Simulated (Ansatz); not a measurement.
# BaCd2P2: uniaxial stress, 8 GPa compression along x

The parent structure is BaCd2P2 (space group P-3m1, No. 164; a = 4.368 Å, c = 7.468 Å; a cell from a computed database, its experimental status unchecked). Axes: x lies along a and z along c of the hexagonal cell.

Modification: uniaxial stress, 8 GPa compression along x; all other stress components relax to zero.

The values are results of PBEsol in Ansatz (plane waves to 420 eV, PAW, no spin-orbit coupling), not measurements. k-mesh 9×9×5 (Γ-centred); smearing 0.05 eV (Fermi–Dirac).

```csv
quantity,base,changed,shift
volume per atom,24.68 Å³,23.71 Å³,-0.97 Å³
space group,P-3m1 (No. 164),C2/m (No. 12),–
shortest interatomic distance,2.638 Å,2.573 Å,-0.0645 Å
energy relative to the base (free energy F),0 meV/atom,+50 meV/atom,+50 meV/atom
band gap,0.77 eV,0.33 eV,-0.44 eV
gap character,–,"indirect, Γ → M₂",–
smallest direct gap,0.83 eV,0.35 eV,-0.474 eV
"valence-band top at Γ (three highest levels, from the VBM)","0.00, 0.00, -0.12 eV","0.00, -0.56, -0.69 eV",–
"strain response (xx, yy, zz)",–,"(−7.96, +2.08, +2.24) %",–
```

Final structure:

```
BaCd2P2
1.0
    4.02061     0.00000     0.00000
   -2.01031     3.86183    -0.04918
    0.00000    -0.09708     7.63504
Ba Cd P
1 2 2
Cartesian
  0.00000   0.00000   0.00000
  2.01031   1.16276   2.83610
  0.00000   2.60200   4.74976
  2.01031   1.23483   5.59271
  0.00000   2.52993   1.99315
```

Beyond what the load breaks, stability against distortions was not tested. Labels are those of the standard path for the cell's own space group.

Ansatz is a first-principles code.
